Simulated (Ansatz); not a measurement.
The reference is SnTe in the rock salt structure (space group Fm-3m, No. 225; a = 6.370 Å). Axes: x, y, z lie along the cube axes.

All numbers come from DFT with r2SCAN, PAW potentials and a 500 eV plane-wave cutoff in Ansatz (a first-principles code), no spin-orbit coupling.

For the base:

* **Shortest interatomic distance**: 3.185 Å
* **Band gap**: 0.13 eV

Perturbation: uniaxial strain ε_zz = +1.00 %, all other strain components held at zero, atoms relaxed at fixed cell.

Q: What does the calculation give for the stress, energy relative to the base, shortest interatomic distance and band gap after the change?

A: The stress (xx, yy, zz, yz, xz, xy; compression positive) amounts to (-0.03, -0.03, -1.19, 0.00, 0.00, 0.00) GPa; the energy rises by 1.2 meV/atom; the shortest interatomic distance stays 3.185 Å; the band gap grows by 0.02 eV, from 0.13 eV to 0.15 eV.

With Te present, leaving out spin-orbit coupling can change the band edges. No phonon test of stability was made. The zero or small gap of SnTe can change with the level of theory.
